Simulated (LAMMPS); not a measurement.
LAMMPS 22 Jul 2025, classical MD, EAM (Finnis-Sinclair form) (Al_mm.eam.fs): Al, 959 atoms.

| Property | Result |
|---|---|
| task | MD, nve |
| potential | EAM (Finnis-Sinclair form), Al_mm.eam.fs |
| copies of the repeat unit | 8×8×8 |
| shape (slab and sphere leave vacuum in the box) | sphere |
| temperature | 600 K |
| steps | 10000 |
| timestep | 2 fs |
| neighbor skin | 2 Å |
| neigh_modify | every 1 delay 0 check yes |
| thermo | 100 |
| newton | on (default) |
| atom_modify sort (bins of 2 Å where set) | 1000 (default) |
| comm_style | brick (default) |
| box | 64.8 × 64.8 × 64.8 Å, the particle off centre in vacuum |
| start | generated fcc lattice, warmed in an untimed run |
| compared values | energy and forces of the first step, drift over the run |

It runs on a single node (Arm Neoverse V2, 96 cores on 1 socket, no SMT, 1 L3 cache group).

Each time is the median wall time of two to five repeats, run one at a time on the otherwise empty machine; start-up is included. Processes are pinned to neighbouring cores unless said otherwise. Build: PyPI wheel: MPICH, OPENMP and OPT packages. Other compilers and libraries give other times. Scratch files lie in a memory file system. A preparatory run goes ahead and isn't timed.

All on 64 ranks. The candidates, on 64 cores each, agree within 1.0 meV/atom in energy, 10 meV/Å in forces on 48 atoms, 0.20 meV an atom in drift of the total energy:
A. balance = none (default), processors = 8 8 1
B. balance = none (default), processors = * * 1
C. balance = fix b all balance 200 1.1 shift xyz 10 1.05, processors = * * * (default)
D. balance = none (default), processors = * * * (default)
E. balance = balance 1.05 shift xyz 20 1.02, processors = * * * (default)
F. balance = none (default), processors = 1 1 64

### Question
Which would you take for the shortest time to solution?

### Answer
C and E, at 1.2 s, level within 8 % or the scatter of repeats. At the other end A takes 1.8× as long.

```tsv
candidate	wall time	repeats	neighbour list builds
C	1.2 s	3 runs within 1 %	304
E	1.2 s	3 runs within 1 %	279
F	1.9 s	3 runs within 2 %	280
D	2.1 s	3 runs within 1 %	280
B	2.1 s	3 runs within 1 %	278
A	2.1 s	3 runs within 1 %	278
```

From the slowest to the fastest: The largest move is in other (Other): 1.1 s to 0.060 s. The slowest rank's pair time is 2.82 times the mean in the first run and 1.07 times in the second; the others wait. What the program resolved moves too: grid of ranks from 8 by 8 by 1 to 4 by 4 by 4.
